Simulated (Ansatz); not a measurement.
```xyz
8
Lattice="3.1231 0.0000 0.0000 -1.5615 2.7047 0.0000 0.0000 0.0000 7.5645" Properties=species:S:1:pos:R:3 pbc="T T T"
Li     0.0000     0.0000     0.0000
Li     0.0000     0.0000     3.7823
Li     0.0000     1.8031     1.8911
Li     1.5615     0.9016     5.6734
O      0.0000     1.8031     4.9118
O      1.5615     0.9016     2.6527
O      1.5615     0.9016     1.1296
O      0.0000     1.8031     6.4349
```

Level of theory: PBEsol, rigid bands (plane waves, PAW, scalar-relativistic; Ansatz, a quantum-chemistry and plane-wave program). Geometry: cell and atoms relaxed with PBEsol.

Problem. What conductivity effective mass do dilute electrons have at 300 K?

Solution. 2.4 (x), 2.4 (y), 0.44 (z) mₑ.

Problem. Predict the hole conductivity mass (n e² τ/σ) at 300 K, by direction if it differs.

Solution. 4.1 (x), 4.1 (y), 2.9 (z) mₑ.

Problem. And the band gap?

Solution. 2.20 eV at this level; semilocal functionals usually fall short of the measured gap.

Rigid bands, one relaxation time for all states, no polarons. Spin-orbit coupling is left out.

Formula and space group known from diffraction (Crystallography Open Database), not checked to be the room-temperature form: Li2O2 (P6_3/mmc).
